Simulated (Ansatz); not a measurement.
Total g(r) from a molecular-dynamics run [in the run: mean pressure -0.4 GPa against a target of 0; one k-point, which a denser mesh shifts by 0.2 GPa in pressure and 0.07 eV/Å in forces]. All values below come from PBE (plane waves, PAW; Ansatz, an electronic-structure program).

```
r (Å) | g(r)
     1.02 |  0.00
     1.14 |  0.00
     1.26 |  0.00
     1.38 |  0.00
     1.50 |  0.00
     1.62 |  0.00
     1.74 |  0.00
     1.86 |  0.00
     1.98 |  0.00
     2.10 |  0.00
     2.22 |  0.00
     2.34 |  0.00
     2.46 | # 0.06
     2.58 | ##### 0.53
     2.70 | ################# 1.80
     2.82 | ############################# 3.11
     2.94 | ############################## 3.26
     3.06 | ######################## 2.65
     3.18 | ################### 2.07
     3.30 | ################# 1.80
     3.42 | ############## 1.51
     3.54 | ######### 0.99
     3.66 | ##### 0.51
     3.78 | ## 0.20
     3.90 | # 0.06
     4.02 |  0.01
     4.14 |  0.02
     4.26 | # 0.08
     4.38 | ### 0.30
     4.50 | ####### 0.74
     4.62 | ############ 1.32
     4.74 | ############### 1.58
     4.86 | ############ 1.34
     4.98 | ######## 0.86
```

**Question.** Which system gave this curve?
A) Ta (bcc), crystal, 1672 K
B) MgO (rock salt), crystal, 1512 K
C) C (diamond structure; diamond), crystal, 301 K, 6.8 GPa
D) SnO2 (rutile type), crystal, 602 K

**Answer.** A, Ta (bcc), crystal, 1672 K
